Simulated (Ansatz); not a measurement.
For Si (model structure, P6₄22, No. 181, 3 atoms in the cell), LDA (Ansatz, a program for electronic structure, PAW) gives:

| Item | Result |
|---|---|
| equilibrium lattice constant a | 3.861 Å |
| lattice parameter c | 4.058 Å |
| cohesive energy | 5.13 eV/atom |

Question: What does r²SCAN+rVV10 (Ansatz, PAW) give for the same quantities?

Answer: 
- lattice constant a: 3.885 Å (goes up by 0.6 %)
- lattice parameter c: 4.114 Å (grows by 1.4 %)
- cohesive energy: 4.59 eV/atom (shrinks by 0.54 eV/atom)

Changes are worked out from the printed values.

Unless a cell is named, each level is at its own relaxed cell (LDA 17.46, r²SCAN+rVV10 17.92 Å³/atom).

Ansatz's density-functional and Hartree–Fock values are scalar-relativistic unless marked +SOC, with PAW data made under PBE.

A model structure was made by putting elements into a prototype or built by hand; it is no filed structure, need not be a known phase, and can be a saddle point held by its symmetry.
